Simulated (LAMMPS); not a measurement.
Simulation of a free-standing liquid film of CdSe, 2592 atoms, at 2030 K.

All values are model results, not measurements: classical MD, pair style sw, file CdTeZnSeHgS0.sw (LAMMPS).

```
z (Å)    number density (Å⁻³), Se  number density (Å⁻³), Cd
-------  ------------------------  ------------------------
-58.47                     0.0000                    0.0001
-56.46                     0.0000                    0.0001
-54.45                     0.0000                    0.0001
-52.45                     0.0000                    0.0001
-50.44                     0.0000                    0.0001
-48.43                     0.0000                    0.0001
-46.42                     0.0000                    0.0001
-44.41                     0.0000                    0.0001
-42.41                     0.0000                    0.0001
-40.40                     0.0000                    0.0001
-38.39                     0.0000                    0.0002
-36.39                     0.0001                    0.0002
-34.38                     0.0003                    0.0007
-32.37                     0.0012                    0.0022
-30.36                     0.0040                    0.0055
-28.36                     0.0082                    0.0098
-26.35                     0.0122                    0.0130
-24.34                     0.0141                    0.0142
-22.33                     0.0147                    0.0143
-20.32                     0.0149                    0.0145
-18.32                     0.0148                    0.0144
-16.31                     0.0153                    0.0147
-14.30                     0.0152                    0.0142
-12.29                     0.0150                    0.0146
-10.29                     0.0152                    0.0145
-8.280                     0.0150                    0.0145
-6.275                     0.0153                    0.0142
-4.265                     0.0147                    0.0145
-2.260                     0.0149                    0.0144
-0.2500                    0.0150                    0.0147
1.755                      0.0152                    0.0143
3.765                      0.0148                    0.0146
5.770                      0.0148                    0.0145
7.780                      0.0148                    0.0145
9.785                      0.0146                    0.0144
11.79                      0.0150                    0.0147
13.80                      0.0148                    0.0148
15.81                      0.0148                    0.0147
17.81                      0.0150                    0.0145
19.82                      0.0148                    0.0146
21.83                      0.0151                    0.0143
23.84                      0.0141                    0.0143
25.84                      0.0126                    0.0127
27.86                      0.0087                    0.0095
29.86                      0.0042                    0.0055
31.87                      0.0013                    0.0020
33.88                      0.0003                    0.0005
35.88                      0.0000                    0.0001
37.89                      0.0000                    0.0001
39.90                      0.0000                    0.0001
41.91                      0.0000                    0.0001
43.91                      0.0000                    0.0001
45.92                      0.0000                    0.0001
47.93                      0.0000                    0.0001
49.94                      0.0000                    0.0001
51.94                      0.0000                    0.0001
53.95                      0.0000                    0.0001
55.96                      0.0000                    0.0001
57.97                      0.0000                    0.0001
```

The data show:
- number density in the middle: 0.0294 Å⁻³

Caution: this liquid lies under the melting point of about 2140 K that CdTeZnSeHgS0.sw gives, so it is undercooled.
